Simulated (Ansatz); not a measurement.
Levels about the gap of amorphous silicon oxynitride (Si90O36N96) (222 atoms in a cell of 2674 Å³, 2.76 g/cm³; zone centre alone, so wide bands show as single levels with stretches between that a denser mesh fills), at the geometry that PBE relaxed, where it gives 0.0 GPa on a denser mesh. The participation number counts the atoms over which a state spreads; weights are charges in smoothed Voronoi cells. The levels come from a single point, so bond lengths are those of that geometry. Method of the levels: PBE, scalar-relativistic without spin-orbit coupling (Ansatz, a quantum-chemistry and plane-wave program). Sampling: the zone centre alone; Fermi-Dirac width 0.02 eV; no spin polarisation. At PBE the levels at both edges of the gap are localised (band-tail or defect states), and the nearest spread-out levels lie 3.8 eV apart at the zone centre.

The cell was made by melting and quenching with the CHGNet potential and then relaxed with DFT. O and N atoms were pushed apart under 1.9 Å during the dynamics, to hinder bonds among them. The hot cell started wider than the set density and was brought back towards it in steps. It is the lowest in DFT energy of 8 quenches. It is a model cell: composition and starting density were chosen by hand, and all elements were melted together. No dispersion term was used. Its density started from a set value of 2.81 and ended at 2.76 g/cm³. Cooling (nominally 360 K/ps over its main leg) ran many orders faster than in experiment, which tends to leave more defects and strain. One small periodic cell is one sample of the glass; other quenches scatter about these values. Volume and shape were free in the relaxation.

```tsv
E - E(highest filled), eV	filling	participation number	largest on	weight N	weight Si	weight O
-0.85	filled	18.8	N, 3 neighbours	0.87	0.10	0.03
-0.83	filled	22.5	N, 3 neighbours	0.86	0.09	0.04
-0.78	filled	20.9	N, 2 neighbours	0.85	0.12	0.03
-0.64	filled	5.0	N, 2 neighbours	0.87	0.11	0.01
-0.53	filled	3.6	N, 2 neighbours	0.77	0.18	0.04
-0.51	filled	12.3	Si, 3 neighbours	0.52	0.39	0.08
0.00	filled	4.8	N, 2 neighbours	0.86	0.11	0.02
1.76	empty	17.9	Si, 3 neighbours	0.38	0.51	0.12
2.05	empty	23.0	Si, 3 neighbours	0.37	0.54	0.08
2.19	empty	21.9	Si, 3 neighbours	0.38	0.55	0.06
2.34	empty	9.7	Si, 3 neighbours	0.34	0.56	0.09
2.39	empty	39.8	Si, 3 neighbours	0.36	0.55	0.09
2.46	empty	25.7	Si, 4 neighbours	0.39	0.54	0.07
2.59	empty	40.5	Si, 4 neighbours	0.38	0.55	0.06
```

Most localised among these is the filled level at -0.53 eV, on a N atom, which has 2 neighbours (Si 1.62 Å, Si 1.63 Å).
